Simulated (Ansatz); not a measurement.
The starting structures come from a database of crystals and need not be the phases stable at ambient conditions.

By PBEsol, the system below comes out a metal.

A figure of merit of an interconnect metal is its ballistic conductance per area.

Here is the system:

```yaml
crystal:
  lattice:
    - [5.73321, 0.00000, 0.00000]
    - [0.00000, 14.77339, 0.00000]
    - [2.86660, 0.00000, 1.65504]
  atoms:
    - { symbol: Hf, position: [0.33333, 0.58226, 0.00000] }
    - { symbol: Hf, position: [0.66667, 0.41774, 0.00000] }
    - { symbol: Hf, position: [0.66667, 0.08226, 0.00000] }
    - { symbol: Hf, position: [0.33333, 0.91774, 0.00000] }
    - { symbol: In, position: [0.33333, 0.25000, 0.00000] }
    - { symbol: In, position: [0.66667, 0.75000, 0.00000] }
    - { symbol: C, position: [0.00000, 0.50000, 0.00000] }
    - { symbol: C, position: [0.00000, 0.00000, 0.00000] }
```

Space group of this cell: P6_3/mmc. The cell is taken as given; by PBEsol its mean pressure is -2.5 GPa.

The current flows along the normal of the first two printed cell vectors, the (110) plane of the conventional cell. No spin-orbit coupling; the value is a mean over 0.1 eV about the Fermi level.

Problem. Predict the ballistic conductance per area from PBEsol (Ansatz, an electronic-structure program).

Solution. 0.41 × 10¹⁵ S/m² for both spins.
